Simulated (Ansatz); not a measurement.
CdTe, pressure series

Take CdTe in the zinc blende structure (space group F-43m, No. 216; a = 6.558 Å) as the base.

Cell and atoms are relaxed at each pressure.

All numbers come from Ansatz (a first-principles code) r2SCAN, without spin-orbit coupling.

Candidates:
(a) pressure −1 GPa
(b) pressure 22.5 GPa
(c) pressure 0.9 GPa
(d) pressure 30 GPa
(e) pressure 15 GPa

Base values:

| Property | Result |
|---|---|
| Band gap | 1.17 eV |

Order them by band gap, lowest first.

(a) pressure −1 GPa (1.08 eV), (c) pressure 0.9 GPa (1.23 eV), (e) pressure 15 GPa (1.89 eV), (d) pressure 30 GPa (2.05 eV), (b) pressure 22.5 GPa (2.10 eV)

With Te present, leaving out spin-orbit coupling can change the band edges. Load acts through the strain it causes; cell and atoms are relaxed under it. Stability against distortions was not tested. Measured, CdTe leaves this structure (for cinnabar) near 3.53 GPa (temperature not stated; as listed in Datta, Sujoy, Jana, Debnarayan, arXiv (2020)), on rising pressure, with hysteresis.
